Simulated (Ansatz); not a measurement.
Consider BeTe in the zinc blende structure (space group F-43m, No. 216; a = 5.604 Å). Axes: x, y, z lie along the cube axes.

Perturbation: compressive biaxial strain of 2.50 % in the plane normal to [111], as in epitaxy on a mismatched substrate; the out-of-plane cell vector and the atoms relax.

Computed with PBEsol (Ansatz, a program for electronic structure, PAW, no spin-orbit coupling).

Q: Give the band edges at the high-symmetry points of the new zone, measured from its valence-band maximum.

A: 
```json
[
 {"point": "Γ", "valence edge (eV)": "0.00", "conduction edge (eV)": "3.10"},
 {"point": "T", "valence edge (eV)": "-1.14", "conduction edge (eV)": "3.39"},
 {"point": "H₂", "valence edge (eV)": "-3.62", "conduction edge (eV)": "4.88"},
 {"point": "H₀", "valence edge (eV)": "-3.62", "conduction edge (eV)": "4.88"},
 {"point": "L", "valence edge (eV)": "-1.33", "conduction edge (eV)": "2.97"},
 {"point": "S₀", "valence edge (eV)": "-2.64", "conduction edge (eV)": "2.30"},
 {"point": "S₂", "valence edge (eV)": "-2.64", "conduction edge (eV)": "2.30"},
 {"point": "F", "valence edge (eV)": "-2.82", "conduction edge (eV)": "1.58"}
]
```

The gap is 1.58 eV, indirect, Γ → F.

With Te present, leaving out spin-orbit coupling can change the band edges. Stability against distortions was not tested. k-point labels follow each cell's own Brillouin zone.
